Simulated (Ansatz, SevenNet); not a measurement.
How the bulk modulus B0 of CsCl-type PdIn moves with the method

No measured value is used here.

```json
[
 {"level (code)": "SevenNet-l3i5", "value (GPa)": "115", "cell (Å³/atom)": "18.12"},
 {"level (code)": "LDA (Ansatz)", "value (GPa)": "150", "cell (Å³/atom)": "16.61"},
 {"level (code)": "PBE (Ansatz)", "value (GPa)": "109", "cell (Å³/atom)": "18.06"},
 {"level (code)": "r²SCAN+SOC (Ansatz)", "value (GPa)": "133", "cell (Å³/atom)": "17.43"},
 {"level (code)": "r²SCAN0 (Ansatz)", "value (GPa)": "142", "cell (Å³/atom)": "17.14"},
 {"level (code)": "r²SCANh (Ansatz)", "value (GPa)": "136", "cell (Å³/atom)": "17.31"},
 {"level (code)": "Hartree–Fock (Ansatz)", "value (GPa)": "100", "cell (Å³/atom)": "18.79"}
]
```

The crystal itself was run without spin with LDA, PBE, r²SCAN0, r²SCANh, Hartree–Fock; a magnetic state was not tried in these runs. Each level is taken at its own relaxed cell. Cutoffs and k meshes differ between the levels. Ansatz's density-functional and Hartree–Fock values are scalar-relativistic unless marked +SOC, with PAW data made under PBE.

Machine-learned potentials (SevenNet-l3i5) are trained on DFT data: a solid inside that data is no test of them.

Ansatz is a quantum-chemistry and plane-wave program.
